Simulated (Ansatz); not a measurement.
An Ansatz (a first-principles code) run: Ag with a change (biaxial strain +2.01 %, plane normal [001], relaxed out of plane); Ansatz PBEsol, scalar-relativistic without spin-orbit coupling.

Input:

Ansatz 0.2 input:
```yaml
crystal:
  lattice:
    - [2.9241029956, 0, 0]
    - [0, 2.9241029956, 0]
    - [1.4620514978, -1.4620514978, 2.0065416565]
  atoms:
    - { symbol: Ag, position: [0, 0, 0] }
basis: { ecutwfc: 420, ecutrho_ratio: 4, xc_grid: 2, fft_grid_basis: typed }
kpoints: { mp_grid: { grid: [28, 28, 28] } }
hamiltonian:
  xc: pbesol
  dispersion: none
  pseudopotentials: { kind: paw }
scf: { occupations: { method: fermi_dirac, width: 0.1 } }
relax: { f_tol: 0.005, max_steps: 50, cell: { stress_tol: 0.01, fix: [a, b, gamma] } }
output: { forces: true, stress: true }
checkpoint: { write: state.ck, write_every: 1000 }
```

Output (explanatory and most iteration lines left out):

```
Relaxation: its limit of steps is 50 (relax.max_steps)
Pseudopotential: Ag, paw, valence charge 19
Crystal: 1 atoms, lattice volume = 17.157 Å³
Basis set: ecut = 420 eV, 331 PW (Γ), exchange–correlation on 40×40×40 points (8 copies of the dense FFT grid, shifted against one another)
Bands: 14, of which v1, the nominal top of the filled ones, is band 10 counted from 1 (9 counted from 0)
Symmetry: 16 space group operations
Space group: I4/mmm (ITA 139), of the structure as read, at distance tolerance 2.6e-5 Å
k-points: 1639 of 21952
Functional: x = pbesol(κ = 0.804, μ = 0.12345679012345678), c = pbesol(β = 0.046)
SCF iter   1: F=—  HF=-7522.251024 eV  |F-HF|=—  |Δ(HF+E_count)|=         —  Δρ=1.01e-2  dr2=1.63e-2  ethr=1.77e-3  ⟨swp⟩=4.6  Hψ=113551  notcnv=0
SCF iter   2: F=—  HF=-7522.246524 eV  |F-HF|=—  |Δ(HF+E_count)|=   4.50e-3  Δρ=2.73e-3  dr2=1.24e-3  ethr=8.58e-5  ⟨swp⟩=1.6  Hψ=39745  notcnv=0
SCF 1 converged in 6 iterations: F = -7522.246161 eV  dr2 = 5.80e-11
relax step   1: F+E_penalty+E_count = -7522.24616056 eV  Δ(F+E_penalty+E_count) = +0.000e0 eV  max|allowed force component| = 0.000e0 eV/Å  Δτ_max = 0.0000 Å  P = -3.210 GPa  Ω = 17.157 Å³  fix = [a, b, gamma]  reactions: a -3.509, b -3.509 GPa  (6 SCF iters, dr2 threshold 1.00e-7 eV, accepted)
[... steps on the carried basis left out ...]
relax step   3: F+E_penalty+E_count = -7522.24915131 eV  Δ(F+E_penalty+E_count) = +8.372e-7 eV  max|allowed force component| = 0.000e0 eV/Å  Δτ_max = 0.0000 Å  P = -0.979 GPa  Ω = 16.808 Å³  energy of the carried Pulay correction = +9.396e-5 eV  fix = [a, b, gamma]  reactions: a -1.467, b -1.467 GPa  (3 SCF iters, dr2 threshold 6.48e-9 eV, accepted)
Crystal: 1 atoms, lattice volume = 16.808 Å³
SCF iter   1: F=—  HF=-7522.249050 eV  |F-HF|=—  |Δ(HF+E_count)|=         —  Δρ=5.73e-5  dr2=9.18e-8  ethr=2.68e-8  ⟨swp⟩=3.1  Hψ=172727  notcnv=0
SCF iter   2: F=—  HF=-7522.249047 eV  |F-HF|=—  |Δ(HF+E_count)|=   3.06e-6  Δρ=2.70e-5  dr2=2.61e-8  ethr=4.83e-10  ⟨swp⟩=2.7  Hψ=38511  notcnv=0
SCF 4 converged in 5 iterations: F = -7522.249047 eV  dr2 = 1.10e-13
SCF converged after 5 iterations
Free energy (F): -7522.249047 eV
Internal energy: -7522.240657 eV  (E = F + TS)
E sigma→0 (E₀):  -7522.244852 eV
Entropy (-TS):   -0.008389 eV (-8.389 meV/atom)
Fermi energy:    17.516900 eV
--- Forces (eV/Å), atoms counted from 1 ---
  atom   1  Ag    -0.00000000     0.00000000     0.00000000
--- Stress (GPa, compression-positive) ---
       -1.462628       0.000000       0.000000
        0.000000      -1.462628       0.000000
        0.000000       0.000000       0.004456
  P = ⅓ Tr σ = -0.9736 GPa (-9.736 kbar)
--- Relaxed structure (3 steps of the walk, 3 accepted, 1 SCFs on fresh bases) ---
  cell:  # Å, volume = 16.8085 Å³
    - [2.9241029956, -1.5083209008437138e-112, -5.544070004552823e-34]
    - [-1.5083209008437138e-112, 2.9241029956, -2.217628001821129e-34]
    - [1.4620514978, -1.4620514978, 1.9658141307188277]
  atoms:
    - { symbol: Ag, position: [0.0, 0.0, 0.0] }
```

No phonon test of stability was made. The cell was made from Ag in the fcc (Cu type) structure (space group Fm-3m, No. 225) by this change: biaxial strain +2.01 %, plane normal [001], relaxed out of plane.
